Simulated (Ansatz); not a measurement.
# Response to strain in CdSe

The parent structure is CdSe in the zinc blende structure (space group F-43m, No. 216; a = 6.133 Å). Axes: x, y, z lie along the cube axes.

Strains are applied to the cell and any free atomic positions relax; under biaxial strain the out-of-plane vector relaxes too.

Method: r2SCAN/PAW in Ansatz (a quantum-chemistry and plane-wave program), scalar-relativistic without spin-orbit coupling.

```csv
"biaxial strain, plane normal [111], relaxed out of plane (%)",band gap (eV)
0,1.04
0.42,?
0.83,0.97
1.25,0.94
1.67,0.91
2.08,0.88
```

Question: Fit E_g = E₀ + Dε (ε in %) to the rows shown and predict the withheld row.

Answer: Least squares on the printed values gives E₀ = 1.04 eV, D = -76.5 meV per % of strain (largest residual 0.00 eV); this predicts 1.01 eV, and the run gives 1.01 eV, in agreement.

No phonon test of stability was made.
